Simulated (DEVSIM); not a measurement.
Device: Si/Ge p-n heterojunction, at 500 K.

Layer 1 from the left is Si, thickness (μm) 1.80, Na (cm⁻³) 4.6e16, τn (s) 4.3e-6, τp (s) 4.3e-6. Layer 2 from the left is Ge, thickness (μm) 0.690, Nd (cm⁻³) 2.4e15, τn (s) 4.3e-6, τp (s) 4.3e-6.

Left contact: ohmic. Right contact: ohmic. Voltage is applied to the left contact. Recombination: SRH at mid-gap. Mobility is μmin + (μ − μmin)/(1 + (N/Nref)^α).

The device is made up for the run: typed textbook-type constants, with dimensions and the other settings drawn at random. Values at 300 K; Nc and Nv go as T^1.5, mobilities as T to minus their exponent, the gap by Varshni's rule with the affinity fixed.

Si: gap (eV) 1.124, affinity (eV) 4.05, permittivity 11.7, Nc (cm⁻³) 2.86e19, Nv (cm⁻³) 3.1e19, μn (cm²/Vs) 1417, μp (cm²/Vs) 470, μn,min 52, μp,min 45, Nref,n 9.7e16, Nref,p 2.2e17, αn 0.68, αp 0.72, T exponent of μn 2.3, T exponent of μp 2.2, Varshni α (eV/K) 0.000473, Varshni β (K) 636. Ge: gap (eV) 0.664, affinity (eV) 4, permittivity 16, Nc (cm⁻³) 1.04e19, Nv (cm⁻³) 6e18, μn (cm²/Vs) 3900, μp (cm²/Vs) 1900, μn,min 150, μp,min 100, Nref,n 2.6e17, Nref,p 4e17, αn 0.56, αp 0.6, T exponent of μn 1.66, T exponent of μp 2.33, Varshni α (eV/K) 0.000477, Varshni β (K) 235.

Model (solved in DEVSIM): 1D drift-diffusion, Boltzmann statistics, complete ionisation; no tunnelling, impact ionisation, image-force lowering or self-heating. Band offsets follow the typed affinities; no thermionic-emission limit at abrupt steps, no polarisation charge.

### Question
What does the simulation give for the potential step across the device at zero bias, the largest field in the device at zero bias?

### Answer
potential step across the device at zero bias 0.502 V; largest field in the device at zero bias 70000 V/cm.
